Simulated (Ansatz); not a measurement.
# Tl2InGaF6 (space group Fm-3m, No. 225; a cell from a computed database, its experimental status unchecked)

Tl₂InGaF₆ is modelled in the cubic space group Fm-3m (No. 225), Pearson symbol cF40. Lattice parameters: a = 8.869 Å, b = 8.869 Å, c = 8.869 Å, α = 90.00°, β = 90.00°, γ = 90.00°. Tl on 8c is surrounded by no neighbour by this rule. In on 4a is coordinated by 6 F at 2.528 Å (octahedral). Ga on 4b has 6 F at 1.906 Å (octahedral). F on 24e is coordinated by 1 Ga at 1.906 Å and 1 In at 2.528 Å (linear). (Neighbours: up to the widest gap in distance over summed covalent radii, below 1.35, at either atom; cation-cation and far metal-metal contacts left out.)
(The calculation used a cell of 10 atoms; values per cell refer to that cell.)

Level of theory: PBEsol (Ansatz, a first-principles code), no SOC. k-mesh 7×7×7 (Γ-centred); smearing 0.05 eV (Fermi–Dirac).

| Quantity | Value |
|---|---|
| Volume per atom | 17.44 Å³ |
| Density | 6.73 g/cm³ |
| Band gap | 2.11 eV, direct at W |
| Lowest conduction-band minima above the VBM | W (1/2, 1/4, -1/4) 2.11 eV |
| Total energy | -3666.653 eV/atom (σ→0; compares only within this code and set-up) |

With Tl present, leaving out spin-orbit coupling can change the band edges. Stability against distortions was not tested.
